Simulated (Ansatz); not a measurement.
## How a calculation on a (111) slab of TiSe (cut from a parent of space group no. 129; 16 atoms in the cell) responds to its settings

```yaml
crystal:
  lattice:
    - [5.90909, 0.00000, 0.00000]
    - [2.95455, 6.67403, 0.00000]
    - [0.00000, 0.00000, 21.32840]
  atoms:
    - { symbol: Ti, position: [0.29296, 0.91408, 0.31368] }
    - { symbol: Ti, position: [0.79296, 0.91408, 0.31368] }
    - { symbol: Ti, position: [0.89095, 0.71810, 0.43789] }
    - { symbol: Ti, position: [0.39095, 0.71810, 0.43789] }
    - { symbol: Ti, position: [0.48894, 0.52212, 0.56210] }
    - { symbol: Ti, position: [0.98894, 0.52212, 0.56210] }
    - { symbol: Ti, position: [0.08693, 0.32615, 0.68632] }
    - { symbol: Ti, position: [0.58693, 0.32615, 0.68632] }
    - { symbol: Se, position: [0.89771, 0.20458, 0.28131] }
    - { symbol: Se, position: [0.18821, 0.62357, 0.34605] }
    - { symbol: Se, position: [0.49570, 0.00861, 0.40553] }
    - { symbol: Se, position: [0.78620, 0.42760, 0.47026] }
    - { symbol: Se, position: [0.09369, 0.81263, 0.52974] }
    - { symbol: Se, position: [0.38419, 0.23162, 0.59447] }
    - { symbol: Se, position: [0.69167, 0.61665, 0.65395] }
    - { symbol: Se, position: [0.98218, 0.03564, 0.71869] }
```

Base run A: Ansatz (a first-principles code) with LDA (PW92), default PAW files made with PBE, self-consistent single point.

Its settings: basis.ecutwfc = 420 eV; kpoints.mp_grid.grid = 5 5 1; hamiltonian.xc = lda; hamiltonian.pseudopotentials = {kind: paw} (the program's default PAW files); scf.occupations.method = gaussian; scf.occupations.width = 0.272 eV.

The starting cell comes from a database of computed structures (which also holds hypothetical and non-ambient phases and stackings), without a prior relaxation at this level. The slab is cut from that crystal, and its faces are unrelaxed. Spin polarisation is off, so a magnetic state, if there is one, cannot be reached. In the base run, forces exceed 1 eV/Å.

ΔF is the free energy per atom less that of run A. 

Run A gave: largest force (eV/Å) 1.898; TS (meV/atom) 49.3.

Runs:
- B: scf.occupations.width, scf.occupations.method = 0.05 eV, gaussian
- C: scf.occupations.width, scf.occupations.method = 0.2 eV, gaussian
- D: scf.occupations.width, scf.occupations.method = 0.05 eV, fermi_dirac
- E: scf.occupations.width, scf.occupations.method = 0.1 eV, fermi_dirac
- F: scf.occupations.width, scf.occupations.method = 0.05 eV, methfessel_paxton
- G: scf.occupations.width, scf.occupations.method = 0.1 eV, methfessel_paxton
- H: scf.occupations.width, scf.occupations.method = 0.05 eV, cold
- I: scf.occupations.width, scf.occupations.method = 0.3 eV, cold

What does run C change against A?

The free energy goes up by 11.3 meV/atom and the largest force goes from 1.898 to 1.881 eV/Å.

What does run I change against A?

The free energy goes up by 22.4 meV/atom and the largest force goes from 1.898 to 1.873 eV/Å.

```
run  ΔF (meV/atom)  largest force (eV/Å)  TS (meV/atom)
---  -------------  --------------------  -------------
A             0.00                 1.898           49.3
B             23.0                 1.850            1.6
C             11.3                 1.881           26.3
D             18.8                 1.863           10.4
E              2.6                 1.891           43.8
F             23.9                 1.847            0.1
G             23.9                 1.847           -0.5
H             24.0                 1.846           -0.4
I             22.4                 1.873            6.5
```

Keys are those of Ansatz 0.2.
